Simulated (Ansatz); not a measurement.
Consider AlN in the zinc blende structure (space group F-43m, No. 216; a = 4.403 Å).

One thing is altered: every lattice vector is shortened by 1.17 %, atoms relaxed at fixed cell.

Method: PBE (Ansatz, a quantum-chemistry and plane-wave program), scalar-relativistic without spin-orbit coupling.

Base, band edges from the VBM (valence, conduction): X -1.74, 3.31; W -2.63, 5.99; L -0.47, 7.17; Γ 0.00, 3.98; K -1.35, 5.12; U -1.35, 5.12 eV.

Give the band edges at the high-symmetry points of the new zone, measured from its valence-band maximum.


```csv
point,valence edge (eV),conduction edge (eV)
Γ,0.00,4.29
X,-1.78,3.33
U,-1.37,5.19
K,-1.37,5.19
L,-0.48,7.49
W,-2.71,6.07
```

The gap is 3.33 eV, indirect, Γ → X.

The cells carry an imposed strain or load. Stability against distortions was not tested. This is not the structure that AlN has at room temperature and ambient pressure.
